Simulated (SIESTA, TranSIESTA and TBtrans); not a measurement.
Run with TranSIESTA and TBtrans (open boundaries, self-consistent; PseudoDojo norm-conserving potentials, scalar-relativistic): Spin polarized, PAO.BasisSize DZP, PAO.EnergyShift 0.15 eV, XC.Authors PBE, Mesh.Cutoff 200 Ry, ElectronicTemperature 300 K, TS.Voltage 0.0 eV, TBT.Elecs.Eta 0.001 eV.

System: Rh chain with one bond stretched by 0.6 Å. Leads: straight Rh chain, spacing 2.185 Å. Geometry: as built, not relaxed. Transport runs along z; the first 6 and the last 6 of the 20 atoms are the lead cells, repeated to infinity.

```xyz
20
Lattice="9.000 0.000 0.000 0.000 9.000 0.000 0.000 0.000 44.300" Properties=species:S:1:pos:R:3 pbc="F F T"
Rh     4.500     4.500     0.000
Rh     4.500     4.500     2.185
Rh     4.500     4.500     4.370
Rh     4.500     4.500     6.555
Rh     4.500     4.500     8.740
Rh     4.500     4.500    10.925
Rh     4.500     4.500    13.110
Rh     4.500     4.500    15.295
Rh     4.500     4.500    17.480
Rh     4.500     4.500    19.665
Rh     4.500     4.500    22.450
Rh     4.500     4.500    24.635
Rh     4.500     4.500    26.820
Rh     4.500     4.500    29.005
Rh     4.500     4.500    31.190
Rh     4.500     4.500    33.375
Rh     4.500     4.500    35.560
Rh     4.500     4.500    37.745
Rh     4.500     4.500    39.930
Rh     4.500     4.500    42.115
```
Starting moments (μB): atom 7 +1.5, atom 8 +1.5, atom 9 +1.5, atom 10 +1.5, atom 11 +1.5, atom 12 +1.5, atom 13 +1.5, atom 14 +1.5; lead atoms +1.5 (left) and +1.5 (right).

Q: Predict: conductance at 300 K (G0 = 2e²/h); mean T from −0.5 to 0.5 eV; spin polarisation of the conductance, (up − down)/(up + down).

A: conductance at 300 K (G0 = 2e²/h): 3.18; mean T from −0.5 to 0.5 eV: 2.59; spin polarisation of the conductance, (up − down)/(up + down): -0.26. The magnetic order of the leads was set by the start, and no other order was tried; the separate lead runs end at 0.49 (left) and 0.49 (right) μB an atom. The straight chain is held at its spacing; free chains may zigzag or dimerise.
